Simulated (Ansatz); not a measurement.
Band structure of a (110) slab of CdTe (cut from a parent of space group no. 216; 16 atoms in the cell).

```
CELL_PARAMETERS angstrom
      6.48808     0.00000     0.00000
      0.00000     9.17554     0.00000
      0.00000     0.00000    22.96240
ATOMIC_POSITIONS crystal
  Cd 0.00000 0.62500 0.44947
  Cd 0.50000 0.37500 0.34840
  Cd 0.50000 0.87500 0.34840
  Cd 0.00000 0.12500 0.44947
  Cd 0.00000 0.12500 0.65160
  Cd 0.50000 0.87500 0.55053
  Cd 0.50000 0.37500 0.55053
  Cd 0.00000 0.62500 0.65160
  Te 0.25000 0.62500 0.34840
  Te 0.75000 0.87500 0.44947
  Te 0.75000 0.37500 0.44947
  Te 0.25000 0.12500 0.34840
  Te 0.25000 0.12500 0.55053
  Te 0.75000 0.37500 0.65160
  Te 0.75000 0.87500 0.65160
  Te 0.25000 0.62500 0.55053
```

Method of the run: LDA (PW92), PAW files made with PBE (plane waves; Ansatz, a program for electronic structure).

Settings: kpoints.mp_grid.grid = 3 2 1; hamiltonian.xc = lda; hamiltonian.pseudopotentials = {kind: paw} (the program's default PAW files); scf.occupations.method = gaussian; scf.occupations.width = 0.1 eV; kpoints.band_path.npoints = 16.

The starting cell comes from a database of computed structures (which also holds hypothetical and non-ambient phases and stackings), without a prior relaxation at this level. The slab is cut from that crystal, and its faces are unrelaxed. Its lattice was rescaled in the plane by a random factor within 2.5 % of one. Spin-orbit coupling is off. Spin polarisation is off, though cut faces can carry moments; a gap of a slab can lie between surface states.

Predict the gap along the standard path and the places of the band edges.

The gap along the path is 0.75 eV, direct at Γ to within 0.01 eV.

Levels in eV from the top of the valence band on the path, bands 141 to 148:
```json
[
 {"point": "Γ", "141": "-0.48", "142": "-0.35", "143": "-0.28", "144": "0.00", "145": "0.75", "146": "1.68", "147": "1.77", "148": "1.77"},
 {"point": "X", "141": "-0.54", "142": "-0.54", "143": "-0.39", "144": "-0.39", "145": "1.45", "146": "1.45", "147": "1.45", "148": "1.45"},
 {"point": "S", "141": "-0.34", "142": "-0.34", "143": "-0.34", "144": "-0.34", "145": "1.72", "146": "1.72", "147": "1.72", "148": "1.72"},
 {"point": "Y", "141": "-0.49", "142": "-0.49", "143": "-0.33", "144": "-0.33", "145": "1.47", "146": "1.47", "147": "1.90", "148": "1.90"}
]
```

Keys are those of Ansatz 0.2.
